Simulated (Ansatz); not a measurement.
Seebeck coefficient (μV/K, mean over directions) of n-type SnO₂ (P4_2/mnm) against carrier density, PBE, rigid bands in Ansatz (a program for electronic structure). Computed gap 1.02 eV; densities at which minority carriers matter at this gap, or further valleys turn the trend, are left out. Conductivity mass 0.196 mₑ (harmonic mean over directions), N_c = 2.0e18 cm⁻³ at 300 K.

```csv
electron density,300 K,500 K
1e16 cm⁻³,-675,[?]
1e17 cm⁻³,[?],-545
1e18 cm⁻³,-282,-348
3e18 cm⁻³,-195,-257
1e19 cm⁻³,-113,-165
3e19 cm⁻³,-60,-96
1e20 cm⁻³,-29,[?]
3e20 cm⁻³,-16,-26
1e21 cm⁻³,-9,-14
```

What belongs in the gaps?


- 1e16 cm⁻³, 500 K: -743
- 1e17 cm⁻³, 300 K: -477
- 1e20 cm⁻³, 500 K: -49

Rigid bands with a gap fixed in temperature, one relaxation time for all states, no polarons or phonon drag, and whether or not such doping can be reached. Spin-orbit coupling is left out. Geometry: cell and atoms relaxed with PBEsol.
